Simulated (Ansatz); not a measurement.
CsCl-type CoGa, treated with HSE06-D3(BJ) (PAW; Ansatz, an electronic-structure program).

Settings: plane-wave cutoff 460 eV, 10×10×10 k mesh, Fermi–Dirac smearing 0.05 eV, no spin polarisation, scalar-relativistic PAW data made under PBE.

The volume scan:

```
V (Å³/atom)  E − E_lowest (meV/atom)
-----------  -----------------------
10.431                         21.11
10.705                          4.68
10.900                          0.00
11.254                          4.19
11.508                         16.06
```

Q: Estimate the bulk modulus and its pressure derivative from these points.

A: V0 = 10.980 Å³/atom, B0 = 228 GPa, B′ = 4.7 (fit to the energies at full precision).

Note: the run has no spin polarisation, so it can have missed a magnetic state.

It cost very roughly 23 core-minutes of CPU time.
